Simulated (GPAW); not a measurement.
Worked example: self-consistent single point of BaMg2Sb2 (P-3m1, 5 atoms in the cell) in GPAW

Method: LDA (Perdew-Wang 92), GPAW PAW datasets LDA (gpaw-data 1.0.1) (plane waves; GPAW 25.7.0).

Input:

```python
from ase import Atoms
from ase.units import GPa
from gpaw import GPAW, PW

atoms = Atoms(['Ba', 'Mg', 'Mg', 'Sb', 'Sb'],
              cell=[[4.798540, 0.000000, 0.000000],
                    [-2.399270, 4.155658, 0.000000],
                    [0.000000, 0.000000, 8.205900]],
              scaled_positions=[[0.000000, 0.000000, 0.000000],
                                [0.666667, 0.333333, 0.376660],
                                [0.333333, 0.666667, 0.623340],
                                [0.666667, 0.333333, 0.730510],
                                [0.333333, 0.666667, 0.269490]],
              pbc=True)

calc = GPAW(mode=PW(850),
            xc='LDA',
            kpts={'size': (6, 6, 3), 'gamma': True},
            occupations={'name': 'fixed-uniform'},
            nbands=-6,
            convergence={'forces': 0.001, 'bands': -4},
            symmetry={'symmorphic': False, 'tolerance': 0.0005},
            maxiter=120)

atoms.calc = calc

energy = atoms.get_potential_energy()
print('Energy (eV):', round(energy, 6))
forces = atoms.get_forces()
print('Forces (eV/Ang):')
print(forces.round(5))
stress = atoms.get_stress()
print('Stress (GPa, Voigt):', (stress / GPa).round(4))
```

Output, abridged:

```
Input parameters:
  convergence: {bands: -4,
                forces: 0.001}
  kpts: {gamma: True,
         size: (6, 6, 3)}
  maxiter: 120
  mode: {ecut: 850.0,
         name: pw}
  nbands: -6
  occupations: {name: fixed-uniform}
  symmetry: {symmorphic: False,
             tolerance: 0.0005}

species:
  Ba:
    name: Barium
    Z: 56.0
    valence: 10
    core: 46
    charge: 0.0
    file: Ba.LDA.gz

    # Using partial waves for Ba as LCAO basis

  Mg:
    name: Magnesium
    Z: 12.0
    valence: 10
    core: 2
    charge: 0.0
    file: Mg.LDA.gz

    # Using partial waves for Mg as LCAO basis

  Sb:
    name: Antimony
    Z: 51.0
    valence: 15
    core: 36
    charge: 0.0
    file: Sb.LDA.gz

    # Using partial waves for Sb as LCAO basis

Reference energy: -584227.106198  # eV

Spin-paired calculation

Convergence criteria:
 Maximum [total energy] change in last 3 cyles: 0.0005 eV / valence electron
 Maximum integral of absolute [dens]ity change: 0.0001 electrons / valence electron
 Maximum integral of absolute [eigenst]ate change: 4e-08 eV^2 / valence electron
 Maximum change in the atomic [forces] across last 2 cycles: 0.001 eV/Ang OR
Maximum error relative to the maximum force is below inf
 Maximum number of scf [iter]ations: 120

Symmetries present (total): 12
Symmetries with fractional translations: 0
108 k-points: 6 x 6 x 3 Monkhorst-Pack grid + [1/12,1/12,0.000000]
17 k-points in the irreducible part of the Brillouin zone
       k-points in crystal coordinates                weights
   0:     0.00000000    0.00000000    0.00000000          1/108
   1:     0.00000000    0.00000000    0.33333333          2/108
   2:     0.16666667    0.00000000   -0.33333333          6/108
   [... 7 lines left out ...]
          ...
  16:     0.50000000    0.50000000    0.33333333          6/108

Wave functions: Plane wave expansion
  Cutoff energy: 850.000 eV
  Number of coefficients (min, max): 9180, 9267
  Pulay-stress correction: 0.000000 eV/Ang^3 (de/decut=0.000000)

Occupation numbers: # Uniform distribution of occupation numbers

Eigensolver

Densities:
  Coarse grid: 35*35*56 grid
  Fine grid: 70*70*112 grid
  Total Charge: 0.000000

Density mixing:
  Method: separate
  Backend: pulay
  Linear mixing parameter: 0.05
  old densities: 5
  Damping of long wavelength oscillations: 50

Hamiltonian:
  XC and Coulomb potentials evaluated on a 70*70*112 grid
  External potential:
    NoExternalPotential

Number of atoms: 5
Number of atomic orbitals: 39
Number of bands in calculation: 36
Number of valence electrons: 60
Bands to converge: 32

Density initialized from atomic densities
  36 bands from LCAO basis set

Atomic positions and initial magnetic moments

Positions:
   0 Ba     0.000000    0.000000    0.000000    ( 0.0000,  0.0000,  0.0000)
   1 Mg     2.399272    1.385218    3.090834    ( 0.0000,  0.0000,  0.0000)
   2 Mg    -0.000002    2.770440    5.115066    ( 0.0000,  0.0000,  0.0000)
   3 Sb     2.399272    1.385218    5.994492    ( 0.0000,  0.0000,  0.0000)
   4 Sb    -0.000002    2.770440    2.211408    ( 0.0000,  0.0000,  0.0000)

Unit cell:
           periodic     x           y           z      points  spacing
  1. axis:    yes    4.798540    0.000000    0.000000    35     0.1187
  2. axis:    yes   -2.399270    4.155658    0.000000    35     0.1187
  3. axis:    yes    0.000000    0.000000    8.205900    56     0.1465

  Lengths:   4.798540   4.798540   8.205900
  Angles:   90.000000  90.000000 119.999997

Effective grid spacing dv^(1/3) = 0.1336

     iter     time        total  log10-change:
                         energy   eigst   dens  force
iter:   1 --:--:--   -20.564457   +0.80
iter:   2 --:--:--   -20.654285   +0.27  -1.28
iter:   3 --:--:--   -20.269716   -0.19  -1.33
iter:   4 --:--:--   -20.281478   -0.61  -1.61
iter:   5 --:--:--   -20.279178c  -1.22  -1.84
iter:   6 --:--:--   -20.246911   -1.55  -2.02
iter:   7 --:--:--   -20.230453   -2.56  -2.20
iter:   8 --:--:--   -20.231091c  -3.09  -2.58
iter:   9 --:--:--   -20.228031c  -3.86  -2.88
iter:  10 --:--:--   -20.227092c  -4.22  -3.15
iter:  11 --:--:--   -20.227083c  -4.84  -3.45
iter:  12 --:--:--   -20.227098c  -5.50  -3.65
iter:  13 --:--:--   -20.227087c  -5.58  -3.58
iter:  14 --:--:--   -20.227090c  -6.50  -3.62
iter:  15 --:--:--   -20.227169c  -5.80  -3.63
iter:  16 --:--:--   -20.227130c  -6.78  -3.74
iter:  17 --:--:--   -20.227085c  -5.84  -3.78
iter:  18 --:--:--   -20.227093c  -6.75  -3.83
iter:  19 --:--:--   -20.227071c  -6.33  -3.93
iter:  20 --:--:--   -20.227068c  -6.82  -4.14c
iter:  21 --:--:--   -20.227066c  -6.81  -4.32c
iter:  22 --:--:--   -20.227066c  -7.58c -4.88c
iter:  23 --:--:--   -20.227066c  -8.00c -4.87c -2.84
iter:  24 --:--:--   -20.227067c  -7.66c -4.90c -2.90
iter:  25 --:--:--   -20.227066c  -8.34c -4.87c -3.42c

Converged after 25 iterations.

Dipole moment: (-0.000000, 0.000000, 0.000000) |e|*Ang

Energy contributions relative to reference atoms: (reference = -584227.106198)

Kinetic:         -7.500920
Potential:       +8.844539
External:        +0.000000
XC:             -21.825684
Entropy (-ST):   +0.000000
Local:           +0.254998
SIC:             +0.000000
--------------------------
Free energy:    -20.227066
Extrapolated:   -20.227066

Showing only first 2 kpts
 Kpt  Band  Eigenvalues  Occupancy
  0    28      4.43171    2.00000
  0    29      4.43173    2.00000
  0    30      5.73965    0.00000
  0    31      5.86609    0.00000

  1    28      4.11602    2.00000
  1    29      4.11604    2.00000
  1    30      5.75783    0.00000
  1    31      6.59377    0.00000

Fermi level: 4.83108

Gap: 0.799 eV
Transition (v -> c):
  (s=0, k=0, n=29, [0.00, 0.00, 0.00]) -> (s=0, k=15, n=30, [0.50, 0.50, 0.00])
Direct/indirect transitions are different
Direct gap: 1.308 eV
Transition at: (s=0, k=0, n=29, [0.00, 0.00, 0.00])
Energy (eV): -20.227066

Forces in eV/Ang:
  0 Ba    0.00000    0.00000    0.00000
  1 Mg   -0.00000    0.00000   -0.02223
  2 Mg   -0.00000    0.00000    0.02223
  3 Sb   -0.00000   -0.00000    0.04104
  4 Sb   -0.00000    0.00000   -0.04104

Stress tensor:
     0.014525    -0.000000     0.000000
    -0.000000     0.014525     0.000000
     0.000000     0.000000     0.015945
Stress (GPa, Voigt): [ 2.3272  2.3272  2.5547  0.      0.     -0.    ]
```

The run converged in 25 iterations. GPAW prints stress with tension positive.

The starting cell comes from a database of computed structures (which also holds hypothetical and non-ambient phases and stackings), without a prior relaxation at this level. Spin-orbit coupling is off.

Cost on one core of a shared machine: roughly 2 min.
